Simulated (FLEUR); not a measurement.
# Equation of state of MoSi2-type WSi2 (space group 139): energy against volume (FLEUR, PBE)

```
CELL_PARAMETERS angstrom
     -1.57646     1.57646     3.84539
      1.57646    -1.57646     3.84539
      1.57646     1.57646    -3.84539
ATOMIC_POSITIONS crystal
  Si 0.66500 0.66500 0.00000
  Si 0.33500 0.33500 0.00000
  W  0.00000 0.00000 0.00000
```

Level of theory: PBE, all-electron FLAPW (FLEUR), scalar-relativistic valence (FLEUR). Settings: Kmax = 4.1 1/bohr; GmaxXC = 14.3 1/bohr; xcFunctional = pbe; jspins = 1; l_soc = F; mode = hist; fermiSmearingEnergy = 0.00183747 Htr; mesh (inpgen div1-3) = 21 21 21; inpgen gamma flag = false; Gmax = 14.3 1/bohr; numbands = 0; maxIterBroyd = 15; imix = Anderson; alpha = 0.05; precondParam = 0; minDistance = 1e-05 me/bohr^3. The cell above is the first row's. The rows scale it uniformly. In all rows fractional positions and the k mesh are held. E is the free energy at the stated smearing, counted from the lowest row.

| V (Å^3/atom) | E (meV/atom) |
|---|---|
| 12.7422 | 51.22 |
| 13.0192 | 24.40 |
| 13.2962 | 7.67 |
| 13.5732 | 0.00 |
| 13.8503 | 0.44 |
| 14.1273 | 8.15 |
| 14.4043 | 22.35 |
| 14.6813 | 42.36 |
| 14.9583 | ? |

Problem. Using the third-order Birch-Murnaghan form, a cubic in V^(-2/3), estimate the missing E at V = 14.9583 from the other rows, showing the fit.

Solution. With u = V^(-2/3) - 0.175, the rows have u = 0.008303, 0.005694, 0.003176, 0.000743, -0.001609, -0.003883, -0.006084, -0.008215. Least squares gives E = -0.687 + 413.34·u + 695681·u² + 906841·u³. Residuals (row less fit): -0.004, 0.011, -0.002, -0.005, -0.005, 0.006, 0.005, -0.004; standard error 0.008 (degrees of freedom: 4). Its minimum lies at u = -0.000297, so V0 = (0.174703)^(-3/2) = 13.69. There d²E/du² = 1390000 and d³E/du³ = 5441000, so B0 = (4/9) × 13.69^(-7/3) × 1390000 × 0.160218 = 221 GPa (the last factor turns the table's units into GPa), and B0' = 4 + (2/3) × 0.174703 × (5441000)/1390000 = 4.5. At the withheld row, u = -0.010280, so E = -0.687 + 413.34 × (-0.010280) + 695681 × (-0.010280)² + 906841 × (-0.010280)³ = 67.597 meV/atom. The calculation gives 67.58 meV/atom, 0.017 meV/atom below the prediction (under 0.05 % of the range of E in the table). The row lies outside the fitted rows, so this is an extrapolation. From the scatter of the fitted rows alone, a prediction at this place has a standard error of 0.020 meV/atom, so the miss is 0.9 times that.

Carrying the step between the two nearest rows on in a straight line would have given 62.37, off by 5.21; series whose last step already gives the withheld value aren't shown. The scan was laid around a cell of about the measured size, scaled by a guess for this functional; axis ratios and inner coordinates come from that cell. The runs keep the symmetry of the cell, so they don't test it for distortions. Spin polarisation is off. Values depend on the basis (sphere radii, cutoffs, local orbitals), which need not be converged. Spin-orbit coupling is off. The shape of the cell and the inner coordinates aren't relaxed, so V0 and B0 belong to this uniform scaling; a relaxed crystal lies no higher in energy and is usually softer. Cutoffs and mesh are single choices, not tested for convergence of this quantity. Series with a scatter that would blur these digits, or in which a gap closes, are not shown. Nor are scans whose minimum lies at an end fitted in this form.
